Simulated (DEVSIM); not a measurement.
Structure: Cr/SiO2/p-Si capacitor, at 300 K.

Layer 1 from the left is SiO2, thickness (nm) 8.00. Layer 2 from the left is Si, thickness (nm) 6600, Na (cm⁻³) 7.6e15.

Metal gate on the left, work function 4.5 eV. Fixed charge at the semiconductor interface 0 cm⁻² (in units of +e); interface traps 3e11 cm⁻² eV⁻¹, uniform in energy, neutral level at 0.7 of the gap above the valence band.

This is a model device: material constants are rounded textbook-type values typed into the input, and sizes, dopings and lifetimes were drawn at random. Values at 300 K.

SiO2: gap (eV) 9, affinity (eV) 0.9, permittivity 3.9. Si: gap (eV) 1.124, affinity (eV) 4.05, permittivity 11.7, Nc (cm⁻³) 2.86e19, Nv (cm⁻³) 3.1e19.

DEVSIM, 1D Poisson equation in equilibrium, Boltzmann statistics, complete ionisation; no quantum confinement or tunnelling. Metal contacts follow the ideal Schottky-Mott rule: no Fermi-level pinning, no interface dipoles.

Task: What does the simulation give for the flat-band voltage, the threshold voltage (band bending 2φF), the minimum of the low-frequency capacitance?

Result: flat-band voltage -0.52 V; threshold voltage (band bending 2φF) 0.35 V; minimum of the low-frequency capacitance 0.0691 μF/cm².
